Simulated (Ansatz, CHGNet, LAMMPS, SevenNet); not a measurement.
**How the lattice constant a of InP (model structure, started from the NiAs type, P6₃/mmc, No. 194, 4 atoms in the cell) moves with the method**

No measured value is used here.

```
level (code)                     value (Å)
-------------------------------  ---------
CHGNet 0.3.0                         3.831
SevenNet-l3i5                        3.898
SNAP InP_JCPA2020.snap (LAMMPS)      3.826
LDA (Ansatz)                         3.785
PBE (Ansatz)                         3.878
PBEsol (Ansatz)                      3.815
PBE-D3(BJ) (Ansatz)                  3.822
r²SCAN (Ansatz)                      3.855
r²SCAN+rVV10 (Ansatz)                3.838
```

Cutoffs differ between the levels. Ansatz's density-functional and Hartree–Fock values are scalar-relativistic unless marked +SOC, with PAW data made under PBE.

Machine-learned potentials (CHGNet 0.3.0, SNAP InP_JCPA2020.snap, SevenNet-l3i5) are trained on DFT data: a solid inside that data is no test of them.

A model structure was made by putting elements into a prototype or built by hand; it is no filed structure, need not be a known phase, and can be a saddle point held by its symmetry.

Ansatz is a quantum-chemistry and plane-wave program.
